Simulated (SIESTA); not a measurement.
A self-consistent single point of HfW2 (Fd-3m, 6 atoms in the cell) with SIESTA

Method: LDA PW92, numerical atomic orbitals DZP, PseudoDojo LDA standard norm-conserving potentials (rewritten from UPF to PSML) run with SIESTA 5.4.2.

Input as run:

```
# files in the folder: Hf.psml W.psml (PseudoDojo LDA standard)
SystemName  HfW2
SystemLabel hfw2

NumberOfAtoms                6
NumberOfSpecies              2
%block ChemicalSpeciesLabel
  1 72 Hf
  2 74 W
%endblock ChemicalSpeciesLabel
LatticeConstant              1.0 Bohr
%block LatticeVectors
     0.000000000    7.170414602    7.170414602
     7.170414602    0.000000000    7.170414602
     7.170414602    7.170414602    0.000000000
%endblock LatticeVectors
AtomicCoordinatesFormat      Fractional
%block AtomicCoordinatesAndAtomicSpecies
     0.500000000    0.500000000    0.500000000  1
     0.750000000    0.750000000    0.750000000  1
     0.125000000    0.125000000    0.125000000  2
     0.625000000    0.125000000    0.125000000  2
     0.125000000    0.125000000    0.625000000  2
     0.125000000    0.625000000    0.125000000  2
%endblock AtomicCoordinatesAndAtomicSpecies

XC.functional                LDA
XC.authors                   PW92
PAO.BasisSize                DZP
PAO.EnergyShift              0.01 Ry
MeshCutoff                   400 Ry
%block kgrid.MonkhorstPack
    9   0   0  0.0
    0   9   0  0.0
    0   0   9  0.0
%endblock kgrid.MonkhorstPack
OccupationFunction           MP
OccupationMPOrder            0
ElectronicTemperature        136.0 meV

MaxSCFIterations             150
SCF.Mixer.Method             Pulay
SCF.Mixer.Weight             0.1
SCF.Mixer.History            6
SCF.DM.Tolerance             1.0E-04
Diag.ParallelOverK           true
WriteForces                  true
```

Output (repeated stretches shortened):

```
reinit: Reading from file input.fdf

reinit: System Name: HfW2
reinit: System Label: hfw2

coor:   Atomic-coordinates input format  =     Fractional

siesta: Atomic coordinates (Bohr) and species
siesta:      7.17041   7.17041   7.17041  1        1
siesta:     10.75562  10.75562  10.75562  1        2
siesta:      1.79260   1.79260   1.79260  2        3
siesta:      1.79260   5.37781   5.37781  2        4
siesta:      5.37781   5.37781   1.79260  2        5
siesta:      5.37781   1.79260   5.37781  2        6

siesta: System type = bulk

initatomlists: Number of atoms, orbitals, and projectors:      6   114   192

siesta: ******************** Simulation parameters ****************************
redata: Spin configuration                          = none
redata: Time-Reversal Symmetry                      = T
redata: Number of Atomic Species                    =        2
redata: Mesh Cutoff                                 =   400.0000 Ry
redata: Net charge of the system                    =     0.0000 |e|
redata: Min. number of SCF Iter                     =        0
redata: Max. number of SCF Iter                     =      150
redata: SCF convergence failure will abort job
redata: SCF mix quantity                            = Hamiltonian
redata: Mix DM or H after convergence               =   F
redata: Recompute H after scf cycle                 =   F
redata: Mix DM in first SCF step                    =   T
redata: No kicks to SCF
redata: DM Mixing Weight for Kicks                  =     0.5000
redata: Require Harris convergence for SCF          =   F
redata: Harris energy tolerance for SCF             =     0.000100 eV
redata: Require DM convergence for SCF              =   T
redata: DM tolerance for SCF                        =     0.000100
redata: Require EDM convergence for SCF             =   F
redata: EDM tolerance for SCF                       =     0.001000 eV
redata: Require H convergence for SCF               =   T
redata: Hamiltonian tolerance for SCF               =     0.001000 eV
redata: Require (free) Energy convergence for SCF   =   F
redata: (free) Energy tolerance for SCF             =     0.000100 eV
redata: Using DFT-D3 dispersion                     =   F
redata: Using Saved Data (generic)                  =   F
redata: Method of Calculation                       = Diagonalization
redata: Electronic Temperature                      =  1578.2145 K
redata: Number of TDED substeps                     =        3
redata: Dynamics option                             = Single-point calculation
redata: Save all siesta data in one NC              =   F
redata: ***********************************************************************

%block SCF.Mixers
  Pulay
%endblock SCF.Mixers

%block SCF.Mixer.Pulay
  # Mixing method
  method pulay
  variant stable

  # Mixing options
  weight 0.1000
  weight.linear 0.1000
  history 6
%endblock SCF.Mixer.Pulay

DM_history_depth set to one: no extrapolation allowed by default for geometry relaxation
Size of DM history Fstack: 1
Total number of electrons:    80.000000
Total ionic charge:    80.000000

* ProcessorY, Blocksize:    1  64

* Orbital distribution balance (max,min):   114   114

 Kpoints in:          405 . Kpoints trimmed:          365

siesta: k-grid: Number of k-points = 365
siesta: k-points from Monkhorst-Pack grid
siesta: k-cutoff (effective) =    24.148 Ang
siesta: k-point supercell and displacements
siesta: k-grid:     9     0     0      0.000
siesta: k-grid:     0     9     0      0.000
siesta: k-grid:     0     0     9      0.000

diag: Algorithm                                     = D&C
diag: Parallel over k                               =   F
diag: Use parallel 2D distribution                  =   F
diag: Parallel block-size                           = 64
diag: Parallel distribution                         =     1 x     1
diag: Used triangular part                          = Lower
diag: Absolute tolerance                            =  0.100E-15
diag: Orthogonalization factor                      =  0.100E-05
diag: Memory factor                                 =  1.0000

superc: Internal auxiliary supercell:     5 x     5 x     5  =     125
superc: Number of atoms, orbitals, and projectors:    750  14250  24000

                        Single-point calculation

superc: Internal auxiliary supercell:     5 x     5 x     5  =     125
superc: Number of atoms, orbitals, and projectors:    750  14250  24000

outcell: Unit cell vectors (Ang):
        0.000000    3.794420    3.794420
        3.794420    0.000000    3.794420
        3.794420    3.794420    0.000000

outcell: Cell vector modules (Ang)   :    5.366120    5.366120    5.366120
outcell: Cell angles (23,13,12) (deg):     60.0000     60.0000     60.0000
outcell: Cell volume (Ang**3)        :    109.2613
new_DM -- step:     1
Initializing Density Matrix...

Attempting to read DM from file... Failed...
DM filled with atomic data:

InitMesh: MESH = 54 x 54 x 54 = 157464
InitMesh: Mesh cutoff (required, used) =   400.000   419.817 Ry

stepf: Methfessel-Paxton step function
       Using Hermite-Gauss polynomials of order  0

        iscf     Eharris(eV)        E_KS(eV)     FreeEng(eV)     dDmax    Ef(eV) dHmax(eV)
   scf:    1   -11310.161743   -11327.261932   -11327.281263  1.290247 -3.131923  7.038786
   scf:    2   -11331.156975   -11329.408201   -11329.428141  0.110951 -3.285458  4.994801
   scf:    3   -11331.976066   -11331.033031   -11331.058081  0.149276 -3.538044  3.595080
   scf:    4   -11332.267790   -11331.854383   -11331.879569  0.130745 -3.834809  0.572488
   scf:    5   -11331.755612   -11331.875137   -11331.902135  0.045419 -3.875764  0.380616
   scf:    6   -11331.792729   -11331.882350   -11331.907785  0.034664 -3.850341  0.418993
   scf:    7   -11331.914620   -11331.908461   -11331.934468  0.017560 -3.865257  0.021933
   scf:    8   -11331.908324   -11331.908403   -11331.934427  0.000816 -3.867076  0.034088
   scf:    9   -11331.908535   -11331.908492   -11331.934542  0.000774 -3.867399  0.011746
   scf:   10   -11331.908485   -11331.908496   -11331.934556  0.000444 -3.867461  0.000898
   scf:   11   -11331.908497   -11331.908496   -11331.934557  0.000016 -3.867489  0.000020

SCF Convergence by DM+H criterion
max |DM_out - DM_in|         :     0.0000160659
max |H_out - H_in|      (eV) :     0.0000195837
SCF cycle converged after 11 iterations

Using DM_out to compute the final energy and forces

siesta: E_KS(eV) =           -11331.9085

siesta: E_KS - E_eggbox =    -11331.9085

siesta: Atomic forces (eV/Ang):
     1   -0.000000    0.000000   -0.000000
     2    0.000000   -0.000000    0.000000
     3   -0.000312   -0.000312   -0.000312
     4   -0.000312    0.000312    0.000312
     5    0.000312    0.000312   -0.000312
     6    0.000312   -0.000312    0.000312
   Tot   -0.000000   -0.000000   -0.000000
   Max    0.000312
   Res    0.000255    sqrt( Sum f_i^2 / 3N )
   Max    0.000312    constrained

Stress tensor Voigt[x,y,z,yz,xz,xy] (kbar):      109.07      109.07      109.07       -0.00       -0.00       -0.00
(Free)E + p*V (eV/cell)   -11339.3724
Target enthalpy (eV/cell)   -11331.9346

siesta: Program's energy decomposition (eV):
siesta: Ebs     =     -2499.097624
siesta: Eions   =     18886.138713
siesta: Ena     =      5390.864621
siesta: Ekin    =      2989.611507
siesta: Enl     =      1516.850969
siesta: Eso     =         0.000000
siesta: Edftu   =         0.000000
siesta: DEna    =       209.422955
siesta: DUscf   =         5.131506
siesta: DUext   =         0.000000
siesta: Ex      =     -2328.325910
siesta: Ec      =      -229.325432
siesta: Exc     =     -2557.651342
siesta: Eharris =    -11331.908497
siesta: Etot    =    -11331.908496
siesta: FreeEng =    -11331.934557

siesta: Stress tensor (static) (eV/Ang**3):
siesta:     0.068074   -0.000000   -0.000000
siesta:    -0.000000    0.068074   -0.000000
siesta:    -0.000000   -0.000000    0.068074

siesta: Cell volume =        109.261258 Ang**3

siesta: Pressure (static):
siesta:                Solid            Molecule  Units
siesta:          -0.00074142         -0.00074153  Ry/Bohr**3
siesta:          -0.06807375         -0.06808458  eV/Ang**3
siesta:        -109.06617863       -109.08352354  kBar
```

The run converged in 11 iterations.

The starting cell comes from a database of computed structures (which also holds hypothetical and non-ambient phases and stackings), without a prior relaxation at this level. Spin polarisation is off. Values carry the incompleteness of an atom-centred basis. With a pressure of about -11 GPa the cell is away from its equilibrium volume at this level.

Cost on one core of a shared machine: roughly 2 min.
